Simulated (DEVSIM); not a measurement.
System: Pd/Si3N4/SiO2/p-Si capacitor, at 400 K.

Layer 1 from the left is Si3N4, thickness (nm) 3.90. Layer 2 from the left is SiO2, thickness (nm) 0.790. Layer 3 from the left is Si, thickness (nm) 5000, Na (cm⁻³) 1.3e16.

Metal gate on the left, work function 5.2 eV. Fixed charge at the semiconductor interface 0 cm⁻² (in units of +e); no interface traps.

Constants are typed, rounded textbook-type inputs, not results; the design itself was drawn at random and stands for no fabricated device. Values at 300 K; Nc and Nv go as T^1.5, mobilities as T to minus their exponent, the gap by Varshni's rule with the affinity fixed.

Si3N4: gap (eV) 5.1, affinity (eV) 2.1, permittivity 7.5. SiO2: gap (eV) 9, affinity (eV) 0.9, permittivity 3.9. Si: gap (eV) 1.124, affinity (eV) 4.05, permittivity 11.7, Nc (cm⁻³) 2.86e19, Nv (cm⁻³) 3.1e19, Varshni α (eV/K) 0.000473, Varshni β (K) 636.

Question: Estimate by hand the flat-band voltage, the threshold voltage, and compare with a numerical solution.

Answer: 
- Flat-band voltage: C = 1.23 μF/cm², work-function difference 0.337 V; VFB = φms − qNf/C = 0.34 V; numerical 0.34 V.
- Threshold voltage: φF = 0.267 V, depletion charge √(4εqNφF) = 4.80e-8 C/cm²; VT = VFB + 2φF + Qd/C = 0.91 V; numerical 0.91 V.

Model (solved in DEVSIM): 1D Poisson equation in equilibrium, Boltzmann statistics, complete ionisation; no quantum confinement or tunnelling. Metal contacts follow the ideal Schottky-Mott rule: no Fermi-level pinning, no interface dipoles.
